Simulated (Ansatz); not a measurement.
Structures of equal composition on the (111)B surface of zinc-blende ZnS (S plane on top): 2x2 Mg adatom at H3; 2x2 Mg adatom at T4. The slabs share one bottom face, and each structure is named by its start. These are constructed structures in small cells; real faces may alloy, dewet or reconstruct in larger ones, and not all known structures of the face are among them. Slabs of about 13 Å with all that they carry, Fermi-Dirac smearing of 0.025 eV. Bottom of the slabs: H caps. Relaxed from the named starts with such symmetry as they have, on meshes of like density; energies extrapolated to zero smearing; no spin-orbit coupling, no U. Spin-polarised runs, if any, are marked in brackets, and their order is one that fits the cell; the others ran without spin. Where a second, spin-polarised start was run, the lower counts.

Host crystal: zinc-blende ZnS, with a band gap (PBE, scalar-relativistic without spin-orbit coupling).

Method: PBE (plane waves to 420 eV, PAW; Ansatz, a quantum-chemistry and plane-wave program).

Q: Rank these by energy per 1x1 cell (lowest first), as PBE gives it.

A: 2x2 Mg adatom at H3 (0.000 eV, gap 1.87 eV on the mesh), 2x2 Mg adatom at T4 (0.091 eV (3 Mg–S bonds formed), gap 1.74 eV on the mesh)
